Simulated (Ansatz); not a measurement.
## TlBr: energy against strain

TlBr (CsCl type, Pm-3m, 29.992 Å³/atom at rest) under an equal strain ε in the (111) plane with the normal axis free, as in a coherent film. PBEsol in Ansatz, a plane-wave DFT program (PAW, default set), 420 eV, 9×9×9 Γ-centred mesh, Fermi-Dirac smearing 0.05 eV; ions are relaxed within the symmetry of each cell.

Here s stands for strain and y for E less E0.

```
strain (%)  E less E0 (meV/atom)
----------  --------------------
-1.25                       1.19
-0.83                       0.52
-0.42                       0.13
0.00                        0.00
0.42                        0.14
0.83                        0.53
1.25                        1.19
2.50                           ?
```

Fit y of the 7 rows that show it with a parabola. Least squares gives y = 0.000 + 0.0026·s + 0.7613·s². Residuals (row less fit): 0.004, -0.002, -0.003, 0.000, 0.005, 0.003, -0.003; standard error 0.004 (degrees of freedom: 4). Twice the quadratic coefficient over the volume, 2 × 0.7613 meV × 10⁴ × 0.1602 / 29.992 Å³, is twice the biaxial elastic modulus of this plane = 81 ± 0.3 GPa.

Task: Estimate the missing y (s = 2.50); what did the run itself give?

Result: y = 0.000 + 0.0026 × 2.50 + 0.7613 × 2.50² = 4.765 meV/atom. The calculation gives 4.61 meV/atom, 0.155 meV/atom below the prediction (3.4 % of the range of y in the table). The row lies outside the fitted rows, so this is an extrapolation. The fitted rows scatter only by rounding.

One order more, fitted to all 13 runs of the series, follows each within 0.01, so the miss is the next term of a smooth law. The primitive cell can neither tilt nor turn polar against its symmetry, as such crystals can under strain. Rows are the converged runs of the series near zero and its far end; series whose fitted rows scatter by over a few per cent of the range, as at a crossing or softening among them, aren't shown in this form. Most that stay on the fit to the last digits aren't either.
